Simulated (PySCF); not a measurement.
PySCF 2.14.0, HF/def2-tzvp, df: [SiH3][SiH](Cl)Cl, 8 atoms. The geometry is a generated start, not checked to be a minimum at this level.

```json
{
  "task": "energy",
  "method": "hf",
  "basis": "def2-tzvp",
  "two_electron_scheme": "density fitting",
  "mol.max_memory": "3000 MB",
  "mf.max_cycle": "100",
  "mf.init_guess": "minao (default)",
  "mf.DIIS": "CDIIS (default)",
  "mf.diis_space": "8 (default)",
  "mf.conv_tol": "1e-09 (default)",
  "basis_functions": "172"
}
```

```xyz
8

Si    -1.2126    -0.2089    -0.0159
Si     1.0703     0.1697     0.1485
Cl     2.1119    -1.1954    -0.9380
Cl     1.5775     2.0050    -0.5602
H     -1.7036    -0.1340    -1.3940
H     -1.5448    -1.5348     0.5067
H     -1.9527     0.7839     0.7648
H      1.6540     0.1145     1.4880
```

One run each on 2 threads, 1 BLAS thread. Values of level_shift (Hartree) tried: 0 (default), 0.1, 0.3, 1.

### Question
How does the count of Fock builds change with level_shift (Hartree), and where is it least?

### Answer
Fewest Fock builds, within one of each other: 0 (default) with 12, 0.1 with 12. The count rises to 24 at 1. All converge to one solution.

| level_shift (Hartree) | Fock builds | end |
|---|---|---|
| 0 (default) | 12 | same solution |
| 0.1 | 12 | same solution |
| 0.3 | 15 | same solution |
| 1 | 24 | same solution |
